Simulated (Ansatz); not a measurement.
Base system: W in the bcc (W type) structure (space group Im-3m, No. 229; a = 3.154 Å; relaxed with 0.1 eV smearing). Axes: x, y, z lie along the cube axes.

Level of theory: DFT with PBEsol, PAW potentials and a 420 eV plane-wave cutoff in Ansatz (a program for electronic structure), no spin-orbit coupling.

It is then changed as follows: the cell is compressed by 2.00 % along z with no lateral relaxation, atoms relaxed at fixed cell.

Predict the stress tensor and what it implies for the stiffness.

Stress of the strained cell less that of the base (GPa, compression positive):
```
    4.5     0.0     0.0
    0.0     4.5     0.0
    0.0     0.0    11.6
```

Then −Δσ_ii/ε with ε = -0.0200 gives secant stiffness values (nonlinear terms included at this strain): C33 ≈ 581 GPa, C13 ≈ 225 GPa and C23 ≈ 225 GPa.

As a check, the harmonic strain energy −½ V₀ Δσ:ε is 11 meV/atom; the computed energy rise is 11 meV/atom.

Whether these cells are dynamically stable was not tested. The final runs are not spin-polarised.
